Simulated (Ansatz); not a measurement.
## A computed series for BN: response to strain

Start from BN in the zinc blende structure (space group F-43m, No. 216; a = 3.6247 Å). Axes: x, y, z lie along the cube axes.

Strains are applied to the cell and any free atomic positions relax; under biaxial strain the out-of-plane vector relaxes too; under stress the whole cell relaxes.

Computed with DFT with PBE, PAW potentials and a 420 eV plane-wave cutoff in Ansatz (a first-principles code), spin-orbit coupling left out.

```csv
change,shortest interatomic distance,smallest direct gap,band gap,gap character
base,1.570 Å,8.79 eV,4.46 eV,"indirect, Γ → X"
"biaxial strain −0.14 %, plane normal [110], relaxed out of plane",1.567 Å,8.78 eV,4.45 eV,"indirect, Γ → X"
isotropic strain −1.39 %,1.548 Å,8.99 eV,4.51 eV,"indirect, Γ → X"
isotropic strain +2.54 %,1.609 Å,8.43 eV,4.38 eV,"indirect, Γ → X"
"uniaxial stress, 0.5 GPa compression along x",1.569 Å,8.79 eV,4.45 eV,"indirect, Γ → M"
"uniaxial stress, 2 GPa tension along z",1.570 Å,8.77 eV,4.43 eV,"indirect, Γ → X"
```

Stability under load was not tested beyond the relaxation. k-point labels follow each cell's own Brillouin zone.
